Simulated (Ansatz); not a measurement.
The reference is InSb in the zinc blende structure (space group F-43m, No. 216; a = 6.4497 Å). Axes: x, y, z lie along the cube axes.

Level of theory: Ansatz (a quantum-chemistry and plane-wave program), LDA, PAW, cutoff 420 eV, scalar-relativistic without spin-orbit coupling.

For the base:

| Quantity | Value |
|---|---|
| Shortest interatomic distance | 2.793 Å |

Modification: biaxial strain −1.00 %, plane normal [001], relaxed out of plane (Cartesian); in-plane vectors clamped, the third vector and the atoms free.

Task: Estimate the effect on the energy relative to the base and shortest interatomic distance.

Result: The energy increases by 1.3 meV/atom; the shortest interatomic distance decreases by 0.008 Å (2.793 Å → 2.785 Å).

No phonon test of stability was made. All final runs are without spin polarisation.
